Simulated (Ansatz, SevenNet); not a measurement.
For rock-salt TaC, the machine-learned potential SevenNet-l3i5 (trained on PBE and PBE+U data) gives:

```
Quantity                           Result
-------------------------  --------------
lattice parameter a               4.481 Å
elastic constant C11              652 GPa
elastic constant C44              112 GPa
polycrystal shear modulus         155 GPa
enthalpy of formation      -0.563 eV/atom
```

Question: What does HSE06 (Ansatz, a first-principles code, plane waves, PAW) give for the same quantities?

Answer: 
- lattice constant a: 4.448 Å (falls by 0.7 %)
- elastic constant C11: 745 GPa (rises by 14 %)
- elastic constant C44: 208 GPa (grows by 86 %)
- Voigt–Reuss–Hill shear modulus: 240 GPa (grows by 55 %)
- formation enthalpy: -0.720 eV/atom (moves by -0.157 eV/atom)

For comparison: lattice constant a 4.456 Å (measured, 300 K, no zero-point or thermal correction; as tabulated in Wikipedia's data pages); elastic constant C11 550 GPa (measured, temperature not stated, no zero-point or thermal correction; as tabulated in Wu et al. (2005), arXiv:cond-mat/0412374); elastic constant C44 190 GPa (measured, temperature not stated, not corrected to a static lattice; as tabulated in Wu et al. (2005), arXiv:cond-mat/0412374); formation enthalpy -0.747 eV/atom (measured, 298 K, copied from a table, unchecked, no zero-point or thermal correction; as tabulated in Wang et al. (2021), doi:10.1038/s41598-021-94550-5).

Changes are worked out from the printed values.

Unless a cell is named, each level is at its own relaxed cell (SevenNet-l3i5 11.25, HSE06 11.00 Å³/atom).

Levels without +SOC leave out spin–orbit coupling, which shifts energies and cells of such heavy elements.

Caveats: hybrids on metals are sensitive to the k mesh (HSE06); the run warned that the count of filled bands differs between k points (HSE06). Ansatz's density-functional and Hartree–Fock values are scalar-relativistic unless marked +SOC, with PAW data made under PBE.
